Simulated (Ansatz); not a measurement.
An Ansatz (a first-principles code) run: CsPbBr3 with a change (pressure 7 GPa); PBEsol/PAW in Ansatz, no spin-orbit coupling.

Input:

Ansatz 0.2 input:
```yaml
crystal:
  lattice:
    - [5.6652447765, 0, 0]
    - [0, 5.6652447765, 0]
    - [0, 0, 5.6652447765]
  atoms:
    - { symbol: Cs, position: [0, 0, 0] }
    - { symbol: Pb, position: [0.5, 0.5, 0.5] }
    - { symbol: Br, position: [0, 0.5, 0.5] }
    - { symbol: Br, position: [0.5, 0.5, 0] }
    - { symbol: Br, position: [0.5, 0, 0.5] }
basis: { ecutwfc: 420, ecutrho_ratio: 4, xc_grid: 2, fft_grid_basis: typed }
kpoints: { mp_grid: { grid: [6, 6, 6] } }
hamiltonian:
  xc: pbesol
  dispersion: none
  pseudopotentials: { kind: paw }
scf: { occupations: { method: fermi_dirac, width: 0.05 } }
relax: { f_tol: 0.01, max_steps: 60, cell: { stress_tol: 0.02, p_target: 7.0 } }
output: { forces: true, stress: true }
checkpoint: { write: state.ck, write_every: 1000 }
```

Output (explanatory and most iteration lines left out):

```
Relaxation: its limit of steps is 60 (relax.max_steps)
Pseudopotential: Cs, paw, valence charge 9
Pseudopotential: Pb, paw, valence charge 14
Pseudopotential: Br, paw, valence charge 7
Crystal: 5 atoms, lattice volume = 181.826 Å³
Basis set: ecut = 420 eV, 3575 PW (Γ), exchange–correlation on 80×80×80 points (8 copies of the dense FFT grid, shifted against one another)
Bands: 27, of which v1, the nominal top of the filled ones, is band 22 counted from 1 (21 counted from 0)
Symmetry: 48 space group operations
Space group: Pm-3m (ITA 221), of the structure as read, at distance tolerance 5.7e-5 Å
k-points: 20 of 216
Functional: x = pbesol(κ = 0.804, μ = 0.12345679012345678), c = pbesol(β = 0.046)
SCF iter   1: F=—  HF=-25556.302506 eV  |F-HF|=—  |Δ(HF+E_count)|=         —  Δρ=1.76e-3  dr2=7.92e-3  ethr=1.77e-3  ⟨swp⟩=8.0  Hψ=2993  notcnv=0
SCF iter   2: F=—  HF=-25556.301531 eV  |F-HF|=—  |Δ(HF+E_count)|=   9.74e-4  Δρ=8.58e-4  dr2=1.58e-3  ethr=1.80e-5  ⟨swp⟩=2.3  Hψ=1086  notcnv=0  defer=1
SCF 1 converged in 6 iterations: F = -25556.301579 eV  dr2 = 1.94e-8
relax step   1: F+E_penalty+E_count = -25556.30157873 eV  Δ(F+E_penalty+E_count) = +0.000e0 eV  max|allowed force component| = 8.309e-30 eV/Å  Δτ_max = 0.0000 Å  P = +2.993 GPa  Ω = 181.826 Å³  (6 SCF iters, dr2 threshold 1.00e-7 eV, accepted)
[... steps on the carried basis left out ...]
relax step   5: F+E_penalty+E_count = -25555.80906869 eV  Δ(F+E_penalty+E_count) = +1.377e-3 eV  max|allowed force component| = 1.605e-29 eV/Å  Δτ_max = 0.0000 Å  P = +7.001 GPa  Ω = 165.518 Å³  stress off target by 7.26e-4 GPa  SCF on the basis re-selected at this cell (its energy is not comparable with the rows above)  (5 SCF iters)
SCF converged after 5 iterations
Free energy (F): -25555.809069 eV
Internal energy: -25555.808853 eV  (E = F + TS)
E sigma→0 (E₀):  -25555.808961 eV
Entropy (-TS):   -0.000216 eV (-0.043 meV/atom)
Fermi energy:    7.165559 eV
--- Forces (eV/Å), atoms counted from 1 ---
  atom   1  Cs    -0.00000000     0.00000000    -0.00000000
  atom   2  Pb    -0.00000000     0.00000000     0.00000000
  atom   3  Br    -0.00000000    -0.00000000     0.00000000
  atom   4  Br    -0.00000000     0.00000000     0.00000000
  atom   5  Br    -0.00000000     0.00000000     0.00000000
--- Stress (GPa, compression-positive) ---
        7.000726      -0.000000      -0.000000
       -0.000000       7.000726      -0.000000
       -0.000000      -0.000000       7.000726
  P = ⅓ Tr σ = 7.0007 GPa (70.007 kbar)
--- Relaxed structure (4 steps of the walk, 4 accepted, 1 SCFs on fresh bases) ---
  cell:  # Å, volume = 165.5177 Å³
    - [5.4905374355190055, 8.185202263645752e-34, -7.703719777548943e-34]
    - [-4.65433069893582e-34, 5.4905374355190055, 0.0]
    - [-7.703719777548943e-34, 0.0, 5.4905374355190055]
  atoms:
    - { symbol: Cs, position: [-1.699776462391245e-36, -2.1247205778099848e-37, -5.062945922588876e-47] }
    - { symbol: Pb, position: [0.5, 0.5, 0.5] }
    - { symbol: Br, position: [6.799105847103068e-36, 0.5, 0.5] }
    - { symbol: Br, position: [0.5, 0.5, -7.082401925045282e-37] }
    - { symbol: Br, position: [0.5, -2.1247205778614397e-37, 0.5] }
```

With Pb present, leaving out spin-orbit coupling can change the band edges. Load acts through the strain it causes; cell and atoms are relaxed under it. No phonon test of stability was made. Competing high-pressure phases were not computed. The cell was made from CsPbBr$_{3}$ in the cubic perovskite structure (space group Pm-3m, No. 221) by this change: pressure 7 GPa. Many cubic perovskites are stable only at high temperature; tilts and polar distortions were not tested. This is not the structure that CsPbBr3 has at room temperature and ambient pressure.
